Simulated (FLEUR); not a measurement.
Worked example: self-consistent single point of Mo (Im-3m, 1 atom in the cell) in FLEUR

Method: PBE, all-electron FLAPW (FLEUR), scalar-relativistic valence.

This input was run:

Input of the input generator:

```
Mo FLAPW
&input film=f /
-1.5679720000 1.5679720000 1.5679720000
1.5679720000 -1.5679720000 1.5679720000
1.5679720000 1.5679720000 -1.5679720000
1.8897261246
1.0 1.0 1.0

1
42 0.0000000000 0.0000000000 0.0000000000

&comp jspins=1 /
&kpt div1=19 div2=19 div3=19 /
&end /
```

```xml
<?xml version="1.0" encoding="UTF-8" standalone="no"?>
<fleurInput fleurInputVersion="0.39">
   <comment>
      Mo FLAPW                                                                                            
   </comment>
   <calculationSetup>
      <cutoffs Kmax="4.2" Gmax="14.7" GmaxXC="14.7" numbands="0"/>
      <scfLoop itmax="80" minDistance="0.00001" maxIterBroyd="99" imix="Anderson" alpha="0.05" precondParam="0.0" spinf="2.0"/>
      <coreElectrons ctail="T" frcor="F" kcrel="0" coretail_lmax="0"/>
      <xcFunctional name="pbe" relativisticCorrections="F"/>
      <magnetism jspins="1"/>
      <soc l_soc="F" theta="0.0" phi="0.0" spav="F"/>
      <expertModes spex="0" secvar="F"/>
      <geometryOptimization l_f="T" forcealpha="1.0" forcemix="BFGS" epsdisp="0.00001" epsforce="0.00001"/>
      <ldaU l_linMix="F" mixParam="0.05" spinf="1.0"/>
   </calculationSetup>
   <cell>
      <bzIntegration valenceElectrons="14.0" mode="hist" fermiSmearingEnergy="0.00367493">
         <kPointListSelection listName="default-1"/>
         <!-- k-points included here -->
         <xi:include xmlns:xi="http://www.w3.org/2001/XInclude" href="kpts.xml"> </xi:include>
      </bzIntegration>
      <!-- symmetry operations included here -->
      <xi:include xmlns:xi="http://www.w3.org/2001/XInclude" href="sym.xml"> </xi:include>
      <bulkLattice scale="1.0">
         <bravaisMatrix>
            <row-1>   -2.9630376510413110     2.9630376510413110     2.9630376510413110</row-1>
            <row-2>    2.9630376510413110    -2.9630376510413110     2.9630376510413110</row-2>
            <row-3>    2.9630376510413110     2.9630376510413110    -2.9630376510413110</row-3>
         </bravaisMatrix>
      </bulkLattice>
   </cell>
   <atomSpecies>
      <species name="Molybdenum (Mo)" element="Mo" atomicNumber="42">
         <mtSphere radius="2.40" gridPoints="827" logIncrement="0.015"/>
         <atomicCutoffs lmax="10" lnonsphr="8"/>
         <electronConfig flipSpins="F">
            <coreConfig>(1s1/2) (2s1/2) (2p1/2) (2p3/2) (3s1/2) (3p1/2) (3p3/2) (3d3/2) (3d5/2)</coreConfig>
            <valenceConfig>(4s1/2) (4p1/2) (4p3/2) (5s1/2) (4d3/2) (4d5/2)</valenceConfig>
            <stateOccupation state="(5s1/2)" spinUp="0.5" spinDown="0.5"/>
            <stateOccupation state="(4d3/2)" spinUp="1.0" spinDown="1.0"/>
            <stateOccupation state="(4d5/2)" spinUp="1.5" spinDown="1.5"/>
         </electronConfig>
         <energyParameters s="5" p="5" d="4" f="4"/>
         <lo type="SCLO" l="0" n="4" eDeriv="0"/>
         <lo type="SCLO" l="1" n="4" eDeriv="0"/>
      </species>
   </atomSpecies>
   <atomGroups>
      <atomGroup species="Molybdenum (Mo)">
         <relPos label="                   1">.0000000000 .0000000000 .0000000000</relPos>
         <force calculate="T" relaxXYZ="TTT"/>
      </atomGroup>
   </atomGroups>
   <output dos="F" band="F" slice="F">
      <checks vchk="F" cdinf="F"/>
      <bandDOS minEnergy="-.5*Htr" maxEnergy="0.5*Htr" sigma="0.015" storeEVData="T"/>
      <vacuumDOS vacdos="F" integ="F" star="F" nstars="0" locx1="0.0" locy1="0.0" locx2="0.0" locy2="0.0" nstm="0" tworkf="0.0"/>
      <unfoldingBand unfoldBand="F" supercellX="1" supercellY="1" supercellZ="1"/>
      <plotting iplot="0" polar="F">
         <plot TwoD="T" vec1="  1.0  0.0  0.0" vec2="  0.0  1.0  0.0" vec3="  0.0  0.0  1.0" zero="  0.0  0.0  0.0" file="plot"/>
      </plotting>
      <chargeDensitySlicing numkpt="0" minEigenval="0.0" maxEigenval="0.0" nnne="0" pallst="F"/>
      <specialOutput eonly="F"/>
      <magneticCircularDichroism mcd="F" energyLo="-10.0" energyUp="0.0"/>
   </output>
  <!-- We include the file relax.xml here to enable relaxations (see documentation) -->
  <xi:include xmlns:xi="http://www.w3.org/2001/XInclude" href="relax.xml"> <xi:fallback/> </xi:include>
</fleurInput>
```

The program printed (abridged):

```
      Welcome to FLEUR        (www.flapw.de)
      MaX-Release 8.1          (www.max-centre.eu)

 ========== k-point set info ==========
 Selected k-point list: default-1
 k-point list type: mesh
 19 x 19 x 19
 Number of k points: 220

 ------------Calculation Setup---------------------------
           1           2           4           5          10          11          20          22          44          55         110         220
 Number of basis functions:          146
 Iteration:     1   Distance:      16.78883397 me/bohr^3
 Iteration:     2   Distance:      15.37757863 me/bohr^3
 Iteration:     3   Distance:       6.14889265 me/bohr^3
 Iteration:     4   Distance:       4.34056054 me/bohr^3
 Iteration:     5   Distance:       2.32253673 me/bohr^3
 Iteration:     6   Distance:       0.19902413 me/bohr^3
   [... 3 lines left out ...]
 Iteration:    10   Distance:       0.00126244 me/bohr^3
 Iteration:    11   Distance:       0.00045282 me/bohr^3
 Iteration:    12   Distance:       0.00005969 me/bohr^3
 Iteration:    13   Distance:       0.00001793 me/bohr^3
 Iteration:    14   Distance:       0.00000097 me/bohr^3

 Run finished successfully
 Stop message:
   Structural relaxation: Done

[file out, last iteration]
             iter=     15
          p o t e n t i a l   g e n e r a t o r
[...]
          integral of pseudo charge density inside the slab=        0.000000   0.000000
     coulomb potential in the interstitial region:
          density-coulomb potential integrals
          total density-coulomb potenti    -6435.0834717431
          density-effective potential integrals for spin  1
          total density-effective poten   -6.5966306544E+03
          charge density-energy density integrals
          total charge density-energy d   -1.2392953268E+02
 Updated energy parameters for spin:           1
  Atom    1 5s branch from -1.60 to  2.68 htr. ; e_l =  0.4018
  Atom    1 5p branch from -0.59 to  3.38 htr. ; e_l =  0.5155
  Atom    1 4d branch from -7.40 to  0.97 htr. ; e_l =  0.5218
  Atom    1 4f branch from -9.99 to  2.58 htr. ; e_l =  0.7829
  Atom    1 4s branch from-16.78 to -1.60 htr. ; e_l(l -1.6374
  Atom    1 4p branch from-13.21 to -0.59 htr. ; e_l(l -0.6885
[...]
 fermi energy and band-weighting factors:
at  -0.42105   0.47368   0.47368   k-weight:    0.001166
   12 eigenvalues :
   -1.629982   -0.700246   -0.700246   -0.698157    0.406422    0.406422    0.722448    0.748336
    0.748336    0.950096    0.950096    0.959752
   [... 2 blocks of this kind left out ...]

[...]
FERMIE:
          first approx. to ef    (T=0)  :   0.606705 htr   (energy of the highest occ. eigenvalue)
          number of occ. states  (T=0)  :       1544
          first approx. to seigv (T=0)  :  -4.409318 htr
          sum of weights of occ. states :   7.000146
          sum of semicore charge        :   0.000000 e
FERHIS:  Fermi-Energy by histogram:
          bandgap                     :   0.000932 htr
          charge neutrality (T=0)     :   0.000292    (zero if the highest occ. eigenvalue is "entirely" occupied)
     EF_NEWTON:  Adjust Fermi-Energy by Newton-Method.
               Number of iterations needed  :   4
               The error in the weight is   :  0.32942E-11
               The error in ef is           : -0.39132E-12 htr
     -->  new fermi energy            :   0.605250 htr
          valence charge              :  14.000000 e
          actual charge blw ef-8kt    :  13.582738 e
          actual charge blw ef+8kt    :  14.000000 e
          number of occ. states       :      1625
          sum of the valence weights  :    7.000000
          entropy         :   0.207082 *kb htr/K =   0.00000 htr/K
          sum of val. single particle energies:        -4.4091202319 htr
 Direct bandgap for spin            1 :    1.1166467268725833E-002  Htr
 at k-point          199  with k-vector  -0.10526315789473684       0.10526315789473684       0.21052631578947367
          valence density: spin= 1
[...]
     l-like charge
     atom     s        p        d        f        total
 -->  1    2.28023  6.17342  3.49016  0.04195   11.99399
          total charge for spin  1=   14.000000
          interst. charge =       2.006012
          mt charge=             11.993988
          total charge  =   14.000000
          z= 42.     r(1)=  0.998395E-05     dx= 0.015000     m.t.index= 827
               n    l     j    energy       weight
               1.   0.   0.5 -727.3953      2.0000
               2.   0.   0.5 -102.0984      2.0000
               2.   1.   0.5  -93.8642      2.0000
   [... 6 lines left out ...]
          atom type    1  (spin 1)
          kinetic energy=  0.410205560188E+04     sum of the eigenvalues= -0.239334670053E+04
          0.00000154  electrons lost from core.
          total charge for spin  1=   42.000000
          interst. charge =       2.006014
          mt charge=             39.993986
          total charge  =   42.000000
          zc=    42.000000     qfix=    1.000000
     t o t a l  e n e r g y
          sum of eigenvalues =             -2397.7558207616
          density-coulomb potential int    -6435.0834717431
          density-effective potential i    -6596.6306544079
          charge density-ex.-corr.energ     -123.9295326803
          el.-nucl. inter. diff. m.t.       4879.1216747285
          Madelung term for atom type:       -27.8719307187
 ---->    total energy=                    -4049.5900403527 htr
 ---->    (input%tkb*entropy) TS=              0.0007610100 htr
 ---->    free energy=                     -4049.5908013628 htr
      extrapolation for T->0
 ---->    total electron energy=           -4049.5904208577 htr
 ***** TOTAL FORCES ON ATOMS *****
 TOTAL FORCE FOR ATOM TYPE=  1  X=  0.000   Y=  0.000   Z=  0.000
                       FX_TOT= 0.000000 FY_TOT= 0.000000 FZ_TOT= 0.000000
 Structural relaxation: Done
```

The run converged in 14 iterations. FLEUR gives forces in its relaxation mode, with a further iteration, so its stop message speaks of a relaxation.

The starting cell comes from a database of computed structures (which also holds hypothetical and non-ambient phases and stackings), without a prior relaxation at this level. Its lattice was rescaled by a random factor within 2.5 % of one. Spin polarisation is off. Values depend on the basis (sphere radii, cutoffs, local orbitals), which need not be converged. The log's line on a gap gives a spacing of levels on this mesh, which the program prints for metals too.
